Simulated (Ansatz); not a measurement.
Consider interstitial F in rutile SnO2, charge state -1. These are PBE, PAW (plane waves to 420 eV; Ansatz, an electronic-structure program) values and carry that method's errors.

Cell of 72 host sites held at the relaxed PBE lattice; one k-point at (0.250, 0.250, 0.250); Fermi-Dirac width 0.01 eV, spin-restricted; finite-size errors left in. Energies are static. The charge state is imposed; whether it is stable for some Fermi level was not computed. Sites that were not tried may lie lower.

Barriers: single points on a 2×2×2 k-point mesh shifted by half a step at the bands' geometries.

Relaxed starting cell (atoms counted from 1):

```xyz
73
Lattice="9.6548 0.0000 0.0000 0.0000 9.6548 0.0000 0.0000 0.0000 9.7153" Properties=species:S:1:pos:R:3 pbc="T T T"
Sn    -0.0497    -0.0295    -0.0195
Sn     0.0137     0.0953     3.1942
Sn    -0.0210     0.0072     6.4557
Sn     0.0157     4.8693    -0.0138
Sn    -0.0015     4.8015     3.2049
Sn     0.0216     4.8127     6.4561
Sn     4.8262     0.0257     0.0151
Sn     4.7983     0.0206     3.2473
Sn     4.8764    -0.0172     6.4947
Sn     4.8020     4.8000     0.0164
Sn     4.8188     4.8249     3.2380
Sn     4.7893     4.8468     6.4858
Sn     2.3079     2.3928     1.6863
Sn     2.4576     2.3823     4.8931
Sn     2.4042     2.3973     8.1317
Sn     2.3979     7.2444     1.6194
Sn     2.3847     7.2628     4.8526
Sn     2.4201     7.2809     8.0890
Sn     7.2695     2.3888     1.6394
Sn     7.2079     2.4440     4.8691
Sn     7.2485     2.4403     8.1116
Sn     7.2406     7.2639     1.6221
Sn     7.2630     7.2388     4.8423
Sn     7.2170     7.1955     8.0882
O      1.4253     1.4803     0.0199
O      1.8919     1.1178     3.3758
O      1.4797     1.4737     6.5007
O      1.4397     6.4027    -0.0378
O      1.4460     6.3498     3.2485
O      1.4906     6.3034     6.4804
O      6.2706     1.5367    -0.0150
O      6.3046     1.4816     3.2583
O      6.3438     1.4746     6.5021
O      6.2841     6.2917     0.0094
O      6.2967     6.3075     3.2389
O      6.2927     6.3021     6.4584
O      1.1813     4.2126     1.5622
O      0.9169     3.8373     4.8265
O      0.9387     3.8982     8.0935
O      0.9382     8.7590     1.6013
O      0.8669     8.6976     4.8600
O      0.9285     8.7451     8.0734
O      5.7345     3.8685     1.6189
O      5.6888     3.8777     4.8902
O      5.7609     3.9160     8.0953
O      5.7423     8.7182     1.6252
O      5.7714     8.7091     4.8519
O      5.7667     8.7114     8.1204
O      3.9144     0.9704     1.6107
O      4.0216     0.9897     4.9277
O      3.8893     0.9190     8.0948
O      3.8858     5.7751     1.6203
O      3.8678     5.7721     4.8573
O      3.8768     5.7700     8.1133
O      8.3756     0.5860     1.5346
O      8.7395     0.9966     4.8315
O      8.7030     0.9344     8.0810
O      8.7001     5.7584     1.6044
O      8.7524     5.7619     4.8566
O      8.7051     5.7275     8.0678
O      3.3369     3.3042     0.0256
O      3.3144     3.3609     3.2591
O      3.3218     3.3608     6.5133
O      3.3509     8.1930     0.0056
O      3.3603     8.1642     3.2428
O      3.3502     8.1908     6.4662
O      8.2291     3.3228     0.0302
O      7.9476     3.5498     3.2723
O      8.1702     3.3627     6.4814
O      8.2045     8.0742    -0.0485
O      8.2104     8.1534     3.2480
O      8.1480     8.1814     6.4827
F      0.1418     2.2531     2.3745
```
Cell charge -1.

End state 1 differs by these moves (Å; atoms that move under 0.08 Å are left out):

| atom | element | Δx | Δy | Δz |
|---|---|---|---|---|
| 2 | Sn | 0.01 | -0.06 | 0.06 |
| 5 | Sn | 0.02 | -0.07 | 0.10 |
| 6 | Sn | 0.01 | 0.07 | 0.05 |
| 13 | Sn | 0.13 | -0.02 | -0.09 |
| 14 | Sn | -0.14 | 0.05 | -0.08 |
| 19 | Sn | -0.07 | 0.05 | -0.04 |
| 26 | O | -0.07 | 0.02 | -0.23 |
| 27 | O | -0.07 | 0.03 | -0.05 |
| 28 | O | 0.05 | -0.09 | 0.03 |
| 30 | O | -0.07 | 0.14 | 0.06 |
| 31 | O | 0.07 | -0.06 | -0.02 |
| 37 | O | -0.25 | -0.37 | 0.07 |
| 38 | O | 0.38 | 0.48 | 0.16 |
| 40 | O | -0.06 | -0.07 | 0.00 |
| 43 | O | -0.07 | -0.01 | -0.04 |
| 49 | O | 0.08 | 0.00 | -0.04 |
| 50 | O | -0.11 | -0.01 | -0.06 |
| 55 | O | 0.37 | 0.41 | 0.11 |
| 56 | O | -0.22 | -0.28 | 0.06 |
| 63 | O | 0.05 | -0.07 | -0.04 |
| 67 | O | -0.06 | 0.04 | -0.04 |
| 68 | O | -0.10 | 0.05 | -0.10 |
| 70 | O | -0.06 | 0.11 | 0.04 |
| 72 | O | 0.04 | -0.07 | 0.02 |
| 73 | F | 0.01 | 0.31 | 1.61 |

Q: What is the computed forward and backward barriers to end state 1 (PBE, PAW)?

A: forward 0.094 eV, backward 0.094 eV; at the saddle point atom 73 has neighbours O at 2.31, O at 2.33, 2 O at 2.47, 2 O at 2.56; Sn at 2.17, Sn at 2.41 Å. The saddle point's order was not checked, and it lies on a symmetry element of the cell, where a band can be held.

End state 2 differs by these moves (Å; atoms that move under 0.08 Å are left out):

```
atom  element     Δx     Δy     Δz
----  -------  -----  -----  -----
1          Sn   0.06   0.12   0.07
2          Sn  -0.06  -0.12   0.07
4          Sn  -0.02  -0.07   0.06
5          Sn   0.02   0.07   0.06
13         Sn   0.00   0.00  -0.13
14         Sn  -0.05   0.01  -0.06
15         Sn   0.05  -0.01  -0.06
25          O   0.47  -0.36  -0.15
26          O  -0.47   0.36  -0.15
37          O   0.00   0.00   0.12
41          O   0.06   0.05   0.03
42          O  -0.06  -0.05   0.03
44          O   0.07   0.04  -0.02
45          O  -0.07  -0.04  -0.02
50          O  -0.13  -0.07  -0.06
51          O   0.13   0.07  -0.06
55          O   0.00   0.00   0.18
56          O  -0.04  -0.06   0.05
57          O   0.04   0.06   0.05
67          O  -0.28   0.23  -0.06
68          O   0.28  -0.23  -0.06
70          O   0.01   0.08   0.05
71          O  -0.01  -0.08   0.05
73          F   0.00   0.00  -1.50
```

Q: Give the forward and backward barriers to end state 2 at the level PBE, PAW.

A: forward 0.094 eV, backward 0.094 eV; at the saddle point atom 73 has neighbours O at 2.30, O at 2.33, 2 O at 2.45, 2 O at 2.59; Sn at 2.15, Sn at 2.47, Sn at 2.78 Å. The saddle point's order was not checked, and it lies on a symmetry element of the cell, where a band can be held.

End state 3 differs by these moves (Å; atoms that move under 0.08 Å are left out):

| atom | element | Δx | Δy | Δz |
|---|---|---|---|---|
| 2 | Sn | 0.07 | -0.07 | 0.00 |
| 6 | Sn | -0.05 | 0.07 | 0.04 |
| 9 | Sn | -0.07 | 0.05 | -0.04 |
| 13 | Sn | 0.07 | -0.07 | 0.00 |
| 14 | Sn | -0.09 | 0.09 | 0.00 |
| 26 | O | -0.78 | 0.78 | 0.00 |
| 28 | O | 0.09 | -0.12 | 0.02 |
| 31 | O | 0.12 | -0.09 | -0.02 |
| 37 | O | -0.22 | -0.29 | 0.05 |
| 38 | O | 0.06 | 0.19 | 0.10 |
| 40 | O | -0.36 | -0.37 | -0.07 |
| 41 | O | 0.12 | 0.05 | -0.03 |
| 44 | O | 0.07 | 0.00 | -0.03 |
| 49 | O | 0.29 | 0.22 | -0.05 |
| 50 | O | -0.19 | -0.06 | -0.10 |
| 53 | O | 0.00 | -0.07 | 0.03 |
| 55 | O | 0.37 | 0.36 | 0.07 |
| 56 | O | -0.05 | -0.12 | 0.03 |
| 65 | O | 0.18 | -0.21 | 0.03 |
| 68 | O | 0.21 | -0.18 | -0.03 |
| 70 | O | -0.14 | 0.14 | 0.00 |
| 71 | O | -0.07 | 0.07 | 0.00 |
| 73 | F | 2.10 | -2.10 | 0.00 |

Q: Give the forward and backward barriers to end state 3 at the level PBE, PAW.

A: forward 1.53 eV, backward 1.53 eV; at the saddle point atom 73 has neighbours 2 O at 2.08, 2 O at 2.28; Sn at 2.05, 2 Sn at 2.11 Å. The saddle point's order was not checked, and it lies on a symmetry element of the cell, where a band can be held.
